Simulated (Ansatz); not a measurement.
Consider GaAs in the zinc blende structure (space group F-43m, No. 216; a = 5.659 Å). Axes: x, y, z lie along the cube axes.

The change: the cell is compressed by 1.97 % along x with no lateral relaxation, atoms relaxed at fixed cell.

Levels (all Ansatz, a program for electronic structure, PAW, earlier PAW set): PBEsol (420 eV, without spin-orbit coupling); r2SCAN (500 eV, without spin-orbit coupling); HSE06 (420 eV, no spin-orbit coupling); PBEsol+SOC (420 eV, with spin-orbit coupling); HSE06+SOC (420 eV, with spin-orbit coupling).

At the geometry relaxed with PBEsol, these levels gave the following band gaps, in shuffled order: (a) 1.08 eV, (b) 0.41 eV, (c) 1.48 eV, (d) 0.49 eV, (e) 1.39 eV.

**Question.** Match each gap to its level.

**Answer.** (a) r2SCAN; (b) PBEsol+SOC; (c) HSE06; (d) PBEsol; (e) HSE06+SOC.

Single points use the geometry relaxed with PBEsol. The spin-orbit shifts are approximate. The cells carry an imposed strain or load. Whether these cells are dynamically stable was not tested.
